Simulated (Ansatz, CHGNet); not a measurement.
**Ladder of methods for the lattice constant a of double-hcp La**

Reference value: 3.774 Å (measured, 293 K, not corrected to a static lattice; as tabulated in Wikipedia's data pages).

```csv
level (code),value (Å),difference (%)
CHGNet-r²SCAN,3.756,-0.48
PBE (Ansatz),3.767,-0.19
PBE-D4 (Ansatz),3.703,-1.88
r²SCAN (Ansatz),3.781,+0.19
PBE0 (Ansatz),3.849,+1.99
```

The reference is not for a static lattice or low temperature, so close values are not ranked against it. Off by more than 1.25 %, or 1.75 % on the side where a correction would as a rule narrow the miss (bounds picked here): PBE0 (+1.99 %), PBE-D4 (-1.88 %).

The measured value isn't corrected to a static lattice, so vibrations enter the comparison.  Cutoffs and k meshes differ between the levels. Ansatz's density-functional and Hartree–Fock values are scalar-relativistic unless marked +SOC, with PAW data made under PBE.

Machine-learned potentials (CHGNet-r²SCAN) are trained on DFT data: a solid inside that data is no test of them.

Differences are worked out from the printed values.

Ansatz is a quantum-chemistry and plane-wave program.
